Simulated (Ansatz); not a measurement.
The parent structure is Si in the diamond structure (space group Fd-3m, No. 227; a = 5.434 Å). Axes: x, y, z lie along the cube axes.

Computed with plane-wave PAW DFT at the PBEsol level (Ansatz, a quantum-chemistry and plane-wave program, 420 eV), no SOC.

Now apply this change: biaxial strain +1.25 %, plane normal [110], relaxed out of plane (Cartesian); in-plane vectors clamped, the third vector and the atoms free.

Question: What does the calculation give for the in-plane stress and energy relative to the base after the change?

Answer: The mean in-plane stress (compression positive) is -2.5 GPa; the energy rises by 4.0 meV/atom.

A biaxial case was relaxed in a doubled cell and then solved in the primitive one. Stability against distortions was not tested.
